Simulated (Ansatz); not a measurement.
Take BaS in the rock salt structure (space group Fm-3m, No. 225) as the base.

```
CELL_PARAMETERS angstrom
      0.00000     3.16573     3.16573
      3.16573     0.00000     3.16573
      3.16573     3.16573     0.00000
ATOMIC_POSITIONS crystal
  Ba 0.00000 0.00000 0.00000
  S  0.50000 0.50000 0.50000
```

Cartesian axes are those of the cell as printed.

Level of theory: PBEsol, PAW, 420 eV (Ansatz, a quantum-chemistry and plane-wave program; no SOC).

Before the change:

| Quantity | Result |
|---|---|
| Electron mass | 1.3 mₑ along k, 0.32 mₑ across (at X) |
| Valence-band top at Γ | 0.00, 0.00, 0.00 eV |

It is then changed as follows: tensile biaxial strain of 2.00 % in the plane normal to [001], as in epitaxy on a mismatched substrate; the out-of-plane cell vector and the atoms relax.

Problem. How does this affect the out-of-plane strain, electron mass, valence-band top at Γ and energy relative to the base?

Solution. The out-of-plane strain amounts to -0.65 %; the electron mass changes from 1.3 mₑ along k, 0.32 mₑ across (at X) to 1.3 mₑ along k, 0.33 mₑ across (at X); the valence-band top at Γ (three highest levels, from the VBM) changes from 0.00, 0.00, 0.00 eV to 0.00, -0.08, -0.08 eV; the energy increases by 8.4 meV/atom.

The levels and masses belong to the bands next to the band gap. Effective masses come from finite differences of ±0.01 Å⁻¹. Along k means along the line from Γ to the band edge. Stability against distortions was not tested.
